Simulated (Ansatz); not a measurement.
Ansatz (an electronic-structure program) run on BiS (Cm, 4 atoms in the cell): relaxation of the atoms.

Method: LDA (PW92), default PAW files made with PBE (plane waves; Ansatz).

The change in words: one atom moved by 0.15 angstrom; relax: default → atoms; relax.f_tol: default → 0.02 eV/Å. Reference geometry:
```yaml
crystal:
  lattice:
    - [2.83287, -2.79049, 0.00000]
    - [2.83287, 2.79049, 0.00000]
    - [-1.65000, 0.00000, 10.87060]
  atoms:
    - { symbol: Bi, position: [0.18918, 0.18918, 0.34271] }
    - { symbol: Bi, position: [0.81082, 0.81082, 0.65729] }
    - { symbol: S, position: [0.73361, 0.73361, 0.38560] }
    - { symbol: S, position: [0.26639, 0.26639, 0.61440] }
```

Reference input (self-consistent single point, DFT, LDA (PW92), plane waves, default PAW files made with PBE): basis.ecutwfc = 420 eV; kpoints.mp_grid.grid = 8 8 3; hamiltonian.xc = lda; hamiltonian.pseudopotentials = {kind: paw} (the program's default PAW files); scf.occupations.method = fermi_dirac; scf.occupations.width = 0.1 eV. This run's input differs from it in these lines:

```diff
@@ -7,3 +7,3 @@
   atoms:
-    - { symbol: Bi, position: [0.189180, 0.189180, 0.342710] }
+    - { symbol: Bi, position: [0.193199, 0.193199, 0.356509] }
     - { symbol: Bi, position: [0.810820, 0.810820, 0.657290] }
@@ -24,2 +24,4 @@
     width: 0.1
+relax:
+  f_tol: 0.02
 output:
```

The program printed (abridged):

```
   [... SCF lines of the steps left out ...]
relax step   1: F+E_penalty+E_count = -25910.80647076 eV  Δ(F+E_penalty+E_count) = +0.000e0 eV  max|allowed force component| = 2.014e-1 eV/Å  Δτ_max = 0.0000 Å  (6 SCF iters, dr2 threshold 1.00e-5 eV, accepted)
relax step   2: F+E_penalty+E_count = -25910.82029367 eV  Δ(F+E_penalty+E_count) = -1.382e-2 eV  max|allowed force component| = 1.546e-1 eV/Å  Δτ_max = 0.0869 Å  (5 SCF iters, dr2 threshold 2.53e-6 eV, accepted)
relax step   3: F+E_penalty+E_count = -25910.83145187 eV  Δ(F+E_penalty+E_count) = -1.116e-2 eV  max|allowed force component| = 7.439e-2 eV/Å  Δτ_max = 0.0397 Å  (5 SCF iters, dr2 threshold 1.49e-6 eV, accepted)
relax step   4: F+E_penalty+E_count = -25910.83561116 eV  Δ(F+E_penalty+E_count) = -4.159e-3 eV  max|allowed force component| = 1.141e-1 eV/Å  Δτ_max = 0.0627 Å  (5 SCF iters, dr2 threshold 1.28e-6 eV, accepted)
relax step   5: F+E_penalty+E_count = -25910.83810101 eV  Δ(F+E_penalty+E_count) = -2.490e-3 eV  max|allowed force component| = 3.194e-2 eV/Å  Δτ_max = 0.0307 Å  (5 SCF iters, dr2 threshold 3.02e-6 eV, accepted)
relax step   6: F+E_penalty+E_count = -25910.83833472 eV  Δ(F+E_penalty+E_count) = -2.337e-4 eV  max|allowed force component| = 3.585e-3 eV/Å  Δτ_max = 0.0075 Å  (5 SCF iters, accepted)
the relaxation is at rest under the 2 symmetry operations that the run kept from its start: a minimum is not shown …
Stability not checked: this state was not tested for a lower state beside it, because too few of the mixer's solves of this state at the end of the SCF gave a …
Free energy (F): -25910.838335 eV
Internal energy: -25910.777443 eV  (E = F + TS)
E sigma→0 (E₀):  -25910.807889 eV
Entropy (-TS):   -0.060892 eV (-15.223 meV/atom)
Fermi energy:    4.251868 eV
--- Forces (eV/Å), atoms counted from 1 ---
  atom   1  Bi    -0.00322949     0.00000000    -0.00041008
   [... lines left out ...]
  atoms:
    - { symbol: Bi, position: [0.20819240397316935, 0.20819240397316935, 0.35596030129901723] }
    - { symbol: Bi, position: [0.7941856586711378, 0.7941856586711378, 0.650941382560715] }
    - { symbol: S, position: [0.7187758961518034, 0.7187758961518034, 0.39309509504928875] }
    - { symbol: S, position: [0.28286504120388967, 0.28286504120388967, 0.6138022210909791] }
```

The run converged.  The full log also holds: “iter 5 did not close the SCF: its close was put off for the readings that it lacked (scf_convergence_deferred on its scf_iter line)”.

Summary of the result:
| Quantity | Value |
|---|---|
| Free energy E − TS (on the zero of these files) | -25910.8383 eV |
| Fermi level (on the code's own zero) | 4.25 eV |
| Pressure | -0.61 GPa |
| Largest force (vector length) | 0.004 eV/Å |
| Relaxation steps | 6 |

The starting cell comes from a database of computed structures (which also holds hypothetical and non-ambient phases and stackings), without a prior relaxation at this level. Its lattice was rescaled by up to half a per cent. For this run, on top of that: one atom moved by 0.15 angstrom. Ansatz's pressure includes its estimate of the finite-basis (Pulay) stress. The run gives no clean gap (levels at the Fermi energy touch, overlap or are partly filled at this smearing), which alone does not show that the compound is a metal.

Cost on one core of a shared machine: roughly 2 min.

Keys are those of Ansatz 0.2.
